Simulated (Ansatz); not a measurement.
System: La-vacancy pair (La on one host Ti site, one Ti site vacant) in rock-salt TiN (neutral cell). The step: La and the vacancy change places (La-vacancy distance between ideal sites 3.00 Å throughout); the atom moves 2.57 Å along (0.00, 0.43, 0.43) of the unit cell; the moving atom starts with neighbours 2 N at 2.24, 2 N at 2.30, 2 N at 2.39 Å and ends with 2 N at 2.24, 2 N at 2.30, 2 N at 2.39 Å. A PBE band in Ansatz (plane-wave PAW, a 2×2×2 k-point mesh shifted by half a step, 64 host sites, 27 SCF runs with any check of the saddle's order, static, no finite-size correction) gives a forward barrier of 1.94 eV. The saddle point's order was not checked, and it lies on a symmetry element of the cell, where a band can be held. Forms of the defect that were not tried may lie lower.

Single points at the band's start and saddle point can refine it. Rough cost of one point, in units of the band's mean SCF on the same machine:

| Level | Cost of one point |
|---|---|
| PBE, a 4×4×4 k-point mesh shifted by half a step | about 8 |
| r2SCAN at 500 eV, a 2×2×2 k-point mesh shifted by half a step | about 2 |

Which of these move the barrier by more than 0.1 eV, and how far does each move it?

Not one does. PBE, a 4×4×4 k-point mesh shifted by half a step: +0.08 eV; r2SCAN at 500 eV, a 2×2×2 k-point mesh shifted by half a step: +0.01 eV. Each functional is compared with PBE at the same k-points.

Ansatz is an electronic-structure program.
